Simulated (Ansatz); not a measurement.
Structure of amorphous Si$_{33}$N$_{40}$ (periodic cell):

```xyz
73
Lattice="9.4059 -0.1472 -0.1225 -0.1472 9.5764 0.0644 -0.1225 0.0644 9.3385" Properties=species:S:1:pos:R:3 pbc="T T T"
Si     1.2867     2.4223     4.7469
Si     0.5238     8.8334     8.8369
Si     9.2422     6.7352     1.7014
Si     2.2961     0.6562     6.8782
Si     5.5285     1.4856     6.7965
Si     0.0529     4.1040     0.2276
Si     4.5386     4.8505     3.2335
Si     0.7796     6.2315     7.4827
Si     5.1837     0.0217     0.3115
Si     7.4066     7.3261     4.1683
Si     2.8324     1.3710     9.0615
Si     2.2539     3.6319     7.4986
Si     8.3806     0.4378     5.7386
Si     5.1694     6.0253     7.5968
Si     0.2621     1.7077     0.8909
Si     7.8148     8.7884     1.5147
Si     2.7627     7.2429     3.1031
Si     4.9162     3.6714     6.0902
Si     5.4191     7.3034     2.2119
Si     4.7137     9.1208     4.4193
Si     7.4920     4.8324     2.5610
Si     4.6845     8.3413     7.2086
Si     2.0703     3.4936     2.6054
Si     6.0623     2.3338     3.7045
Si     3.0448     5.9201     5.6824
Si     7.8324     4.7075     6.5321
Si     7.6314     1.3624     8.0719
Si     3.2328     7.1519     9.3076
Si     8.1012     1.6117     3.2747
Si     3.4325     0.8119     2.8064
Si     4.4740     3.9611     0.4420
Si     0.5442     5.6408     4.3391
Si     7.7047     7.7878     7.1156
N      1.3938     0.6212     0.1903
N      3.3766     4.3955     6.4119
N      1.3364     6.2128     5.8118
N      8.4833     6.2805     7.2608
N      5.9615     1.0498     8.4884
N      4.9871     1.0491     3.5183
N      7.8905     8.3502     5.4654
N      3.7081     7.2582     1.6753
N      3.9181     0.8846     1.1281
N      6.0744     4.7856     6.8243
N      4.0199     6.9366     6.5790
N      8.5568     2.4829     8.9196
N      0.9922     4.6748     8.2148
N      7.2396     1.5776     6.3965
N      4.1469     5.6996     8.9509
N      8.0950     7.6083     2.6766
N      6.1491     7.5173     7.6531
N      8.1397     5.6132     4.1745
N      0.9726     3.1712     1.3521
N      3.5310     5.9965     4.0595
N      8.6346     5.1562     1.1994
N      3.1078     8.8363     3.7437
N      5.9201     5.6139     2.4093
N      1.7681     2.2876     6.4225
N      8.5802     0.7580     1.8291
N      9.2626     1.3139     4.5410
N      1.5499     7.3848     8.5893
N      3.9540     8.6242     8.7115
N      5.1714     3.6746     4.3772
N      2.2927     1.9431     3.3825
N      5.7385     7.8272     3.9009
N      8.5289     9.3927     7.6241
N      6.1265     8.6112     1.2544
N      1.1304     4.0297     4.0297
N      7.3478     3.1392     2.7897
N      1.1453     6.6497     2.9476
N      3.5240     4.1703     2.0325
N      4.8394     0.0626     6.0444
N      8.9595     7.9525     0.4900
N      3.1130     3.0362     8.8283
```

All values below come from PBE, scalar-relativistic without spin-orbit coupling (plane waves to 420 eV, PAW; Ansatz, a first-principles code). The usual formal charges leave 12 electrons over, so the level spacing at the Fermi energy parts defect or band states and needn't be the band gap.

A CHGNet melt-quench gave the starting glass, which DFT then relaxed. N atoms were pushed apart under 1.9 Å during the dynamics, to hinder bonds among them. The hot cell started wider than the set density and was brought back towards it in steps. It is the lowest in DFT energy of 2 quenches. It is a model cell: composition and starting density were chosen by hand, and all elements were melted together. No dispersion term was used. Its density started from a set value of 2.94 and ended at 2.94 g/cm³. The simulated quench (nominally 450 K/ps over its main leg) is rapid and tends to freeze in more defects than a deposited or slowly cooled glass has. Values belong to this one cell and scatter from quench to quench. The volume was held where the preparation left it and the shape relaxed, at a PBE pressure of 3.7 GPa. Stress components on the final sampling reach 4.4 GPa. On a 2×2×2 Γ-centred mesh force components of up to 0.13 eV/Å stay, since the relaxation ran on the zone centre alone. Cycles of charging lowered its energy after that relaxation.

Bonds are counted up to Si-Si 2.60 Å, Si-N 2.08 Å, N-N 1.70 Å. Two cations that share two anions don't count as bonded, nor two that share one unless they lie closer than Si-Si 2.38 Å.

Task: Give the coordination numbers, mean bond lengths and angles.

Result: 
```yaml
Mean coordination of Si by anions: 3.67 (1 with 1, 1 with 2, 6 with 3, 25 with 4); 6 close contacts or bonds to cations besides
Mean coordination of N: 3.02 (39 with 3, 1 with 4)
Mean Si-N bond: 1.756 Å (spread 0.053 Å, 121 counted)
Mean Si-Si bond: 2.314 Å (spread 0.077 Å, 3 counted)
Bond angle at Si: mean 108.8°, spread 12.7°
Bond angle at N: mean 117.7°, spread 15.8°
```

Task: Which atoms depart from the most common coordination of their element?

Result: Si4 has 2 (N57 1.77 Å, Si11 2.36 Å); Si26 has 2 (N43 1.78 Å, N37 1.85 Å); Si31 has 3 (N73 1.85 Å, N70 1.86 Å, N48 1.88 Å); N65 has 4 (Si33 1.87 Å, Si2 1.91 Å, Si27 1.94 Å, Si13 1.95 Å).
